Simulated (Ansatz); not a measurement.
Density of states of MoS$_{2}$ (P6_3/mmc) below the valence band maximum, PBEsol+D3BJ with spin-orbit coupling, rigid bands run with Ansatz (a first-principles code); cell volume 98.0 Å³.

| energy from edge (eV) | 10⁻³ states/eV/cell |
|---|---|
| 0.006 | 26.0 |
| 0.031 | 63.4 |
| 0.056 | 87.1 |
| 0.081 | 106 |
| 0.106 | 122 |
| 0.131 | 139 |
| 0.156 | 154 |
| 0.181 | 168 |
| 0.206 | 181 |
| 0.231 | 195 |
| 0.256 | 209 |
| 0.281 | 223 |
| 0.319 | 242 |
| 0.344 | 256 |
| 0.369 | 268 |
| 0.394 | 284 |
| 0.419 | 297 |
| 0.444 | 312 |
| 0.469 | 328 |
| 0.494 | 341 |
| 0.519 | 356 |
| 0.544 | 371 |
| 0.569 | 389 |
| 0.594 | 405 |

What effective density of states at 300 K does this give (∫ g(E) exp(−E/k_BT) dE, both spins, divided by the cell's size)?

1.4e19 cm⁻³, a density-of-states mass of 0.66 mₑ, valleys and band degeneracy included.

Geometry: cell and atoms relaxed with PBEsol+D3(BJ).

PBEsol with a dispersion correction tends to overbind, so the cell can be several per cent short, in bad cases over ten, which usually narrows a gap: MoS2 (P6_3/mmc).
